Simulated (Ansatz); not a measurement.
# How far PBE and r2SCAN part for TiC, isotropic strain −1.19 %

The parent structure is TiC in the rock salt structure (space group Fm-3m, No. 225; a = 4.333 Å; relaxed with 0.1 eV smearing).

(Cell as relaxed with PBE.)

Levels (all Ansatz, a first-principles code, PAW): PBE (420 eV, no SOC); r2SCAN (500 eV, scalar-relativistic without spin-orbit coupling).

Each level relaxes its own structure.

```
base                      PBE    r2SCAN
-------------------  --------  --------
volume per atom      10.17 Å³  10.13 Å³
lattice parameter a   4.333 Å   4.328 Å
band gap                 zero      zero
```

The change: every lattice vector is shortened by 1.19 %, atoms relaxed at fixed cell.

```tsv
quantity	PBE	r2SCAN
pressure	9.7 GPa	10.1 GPa
energy relative to the base (free energy F)	+11 meV/atom	+11 meV/atom
band gap	zero	zero
```

PBE's pressure lies 0.45 GPa below r2SCAN's; the two agree on the energy relative to the base and band gap. Neither level is exact; r2SCAN is the comparison here, not a measurement.

No phonon test of stability was made. The final runs are not spin-polarised.
